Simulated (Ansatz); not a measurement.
Start from Ni in the fcc (Cu type) structure (space group Fm-3m, No. 225; a = 3.4788 Å; ferromagnetic; relaxed with 0.1 eV smearing). Axes: x, y, z lie along the cube axes.

All numbers come from Ansatz (an electronic-structure program) r2SCAN, no SOC.

It is then changed as follows: compressive biaxial strain of 1.77 % in the plane normal to [111], as in epitaxy on a mismatched substrate; the out-of-plane cell vector and the atoms relax.

Task: What does the calculation give for the out-of-plane strain and in-plane stress after the change?

Result: The out-of-plane strain amounts to +1.04 %; the mean in-plane stress (compression positive) comes out as +9.2 GPa.

Other magnetic orders, which the real material may have, were not ruled out. No phonon test of stability was made.
